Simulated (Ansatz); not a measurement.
## What Sc on a K site, symmetric start does to KCl

Base system: a 16-atom supercell of KCl in the rock salt structure (space group Fm-3m, No. 225; a = 6.381 Å) at its relaxed geometry.

Modification: one K atom is replaced by Sc, atoms relaxed at fixed cell.

Calculations: PBE/PAW in Ansatz (a first-principles code), spin-orbit coupling left out. k-mesh 4×4×4 (Γ-centred); smearing 0.01 eV (Fermi–Dirac).

| quantity | base | changed | shift |
|---|---|---|---|
| pressure | 0.0 GPa | 0.2 GPa | +0.2 GPa |
| energy gained by relaxation | – | 0.68 eV | – |
| largest displacement of a host atom from its site in the perfect cell | – | 0.56 Å | – |
| mean distance from the defect site to its nearest host atoms | 3.19 Å | 2.63 Å | -0.56 Å |

Final structure:

```yaml
crystal:
  lattice:
    - [0.00000, 6.38117, 6.38117]
    - [6.38117, 0.00000, 6.38117]
    - [6.38117, 6.38117, 0.00000]
  atoms:
    - { symbol: Cl, position: [0.00000, 0.00000, 0.00000] }
    - { symbol: Cl, position: [0.04379, 0.04379, 0.45621] }
    - { symbol: Cl, position: [0.04379, 0.45621, 0.04379] }
    - { symbol: Cl, position: [0.04379, 0.45621, 0.45621] }
    - { symbol: Cl, position: [0.45621, 0.04379, 0.04379] }
    - { symbol: Cl, position: [0.45621, 0.04379, 0.45621] }
    - { symbol: Cl, position: [0.45621, 0.45621, 0.04379] }
    - { symbol: Cl, position: [0.50000, 0.50000, 0.50000] }
    - { symbol: Sc, position: [0.25000, 0.25000, 0.25000] }
    - { symbol: K, position: [0.25000, 0.25000, 0.75000] }
    - { symbol: K, position: [0.25000, 0.75000, 0.25000] }
    - { symbol: K, position: [0.25000, 0.75000, 0.75000] }
    - { symbol: K, position: [0.75000, 0.25000, 0.25000] }
    - { symbol: K, position: [0.75000, 0.25000, 0.75000] }
    - { symbol: K, position: [0.75000, 0.75000, 0.25000] }
    - { symbol: K, position: [0.75000, 0.75000, 0.75000] }
```

The magnetic state is the one reached from the starting moments; the real material's order can differ, and small cells can't hold many antiferromagnetic ones. In so small a cell the defect repeats every few ångströms: this is an ordered compound, not a dilute defect. The mesh was chosen for an insulator and is coarse for the gapless case. The defect started on the symmetric site and kept its symmetry, so it may sit on a saddle. The defect cell is spin-polarised and ends with 1.5 μB, a fractional moment that hangs on the mesh and smearing.
